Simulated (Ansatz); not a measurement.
# ZnSnN2 (Pna2₁, No. 33, 16 atoms in the cell; start mp-1029469): band gap by level of theory

No measured value is used here.

| level (code) | value (eV) |
|---|---|
| LDA (Ansatz) | 0.19 |
| PBE+SOC (Ansatz) | 0.21 (direct) |
| r²SCAN+SOC (Ansatz) | 0.51 (direct) |
| HSE06 (Ansatz) | 1.32 |
| PBE0 (Ansatz) | 1.95 |

Computed values are for a static lattice. Levels without +SOC have no spin–orbit coupling; where heavier elements are present it shifts gaps, mostly down, and can invert bands.  PBE+SOC, r²SCAN+SOC: the gap is read on the k mesh or supercell of the run alone and can be too large. Values are at the PBEsol cell. Cutoffs and k meshes differ between the levels. Ansatz's density-functional and Hartree–Fock values are scalar-relativistic unless marked +SOC, with PAW data made under PBE.

A start named mp-… is a Materials Project structure, which need not be a measured phase.

Ansatz is a quantum-chemistry and plane-wave program.
